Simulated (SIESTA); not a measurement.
Input and output of a self-consistent single point for Pt (Fm-3m, 1 atom in the cell) (SIESTA).

Method: GGA PBEsol, numerical atomic orbitals DZP, PseudoDojo PBEsol standard norm-conserving potentials (rewritten from UPF to PSML) (SIESTA).

```yaml
crystal:
  lattice:
    - [0.00000, 1.95412, 1.95412]
    - [1.95412, 0.00000, 1.95412]
    - [1.95412, 1.95412, 0.00000]
  atoms:
    - { symbol: Pt, position: [0.00000, 0.00000, 0.00000] }
```

Reference input (self-consistent single point, DFT, GGA PBEsol, numerical atomic orbitals DZP, PseudoDojo PBEsol standard norm-conserving potentials (rewritten from UPF to PSML)): XC.functional = GGA; XC.authors = PBEsol; potentials = PseudoDojo PBEsol standard; PAO.BasisSize = DZP; PAO.EnergyShift = 0.005 Ry; MeshCutoff = 400 Ry; kgrid.MonkhorstPack = 7 7 7; OccupationFunction = MP; OccupationMPOrder = 0; ElectronicTemperature = 0.1 eV; MaxSCFIterations = 150; SCF.Mixer.Method = Broyden. This run's input differs from it in these lines:

```diff
@@ -26,5 +26,5 @@
 %block kgrid.MonkhorstPack
-    7   0   0  0.0
-    0   7   0  0.0
-    0   0   7  0.0
+   12   0   0  0.0
+    0  12   0  0.0
+    0   0  12  0.0
 %endblock kgrid.MonkhorstPack
```

Output, abridged:

```
        iscf     Eharris(eV)        E_KS(eV)     FreeEng(eV)     dDmax    Ef(eV) dHmax(eV)
   scf:    1    -3545.023309    -3550.606216    -3550.616233  0.824693 -0.751724  7.229076
   scf:    2    -3552.229618    -3551.474385    -3551.484098  0.315557 -1.563376  4.300479
   scf:    3    -3552.166257    -3551.949277    -3551.959725  0.410090 -2.769339  0.084118
   scf:    4    -3551.949748    -3551.949548    -3551.960006  0.006000 -2.758677  0.028039
   scf:    5    -3551.949590    -3551.949599    -3551.960041  0.007347 -2.765255  0.042446
   [... 4 lines left out ...]
   scf:   10    -3551.949664    -3551.949664    -3551.960080  0.000015 -2.785173  0.000270
   scf:   11    -3551.949664    -3551.949664    -3551.960080  0.000012 -2.785179  0.000219
   scf:   12    -3551.949664    -3551.949664    -3551.960080  0.000011 -2.785174  0.000189
   scf:   13    -3551.949664    -3551.949664    -3551.960080  0.000008 -2.785170  0.000163
SCF Convergence by DM+H criterion
max |DM_out - DM_in|         :     0.0000080372
max |H_out - H_in|      (eV) :     0.0001627802
SCF cycle converged after 13 iterations

Using DM_out to compute the final energy and forces

siesta: E_KS(eV) =            -3551.9497

siesta: E_KS - E_eggbox =     -3551.9497

siesta: Atomic forces (eV/Ang):
     1    0.000000   -0.000000    0.000000
   Tot    0.000000   -0.000000    0.000000
   Max    0.000000
   Res    0.000000    sqrt( Sum f_i^2 / 3N )
   Max    0.000000    constrained

Stress tensor Voigt[x,y,z,yz,xz,xy] (kbar):      -23.85      -23.85      -23.85       -0.04       -0.04       -0.04
(Free)E + p*V (eV/cell)    -3551.7379
Target enthalpy (eV/cell)    -3551.9601

siesta: Program's energy decomposition (eV):
siesta: FreeEng =     -3551.960080

siesta: Stress tensor (static) (eV/Ang**3):
siesta:    -0.014884   -0.000025   -0.000025
siesta:    -0.000025   -0.014884   -0.000025
siesta:    -0.000025   -0.000025   -0.014884

siesta: Cell volume =         14.923947 Ang**3

siesta: Pressure (static):
siesta:                Solid            Molecule  Units
siesta:           0.00016211          0.00016211  Ry/Bohr**3
siesta:           0.01488415          0.01488415  eV/Ang**3
siesta:          23.84703862         23.84703862  kBar
```

The run converged in 13 iterations. Against the reference run the free energy falls by 37.3 meV/atom and the pressure goes from 3.76 to 2.38 GPa.

The starting cell has typed, rounded lattice constants, without a prior relaxation at this level. Its lattice was rescaled by up to half a per cent. Spin polarisation is off. Values carry the incompleteness of an atom-centred basis.
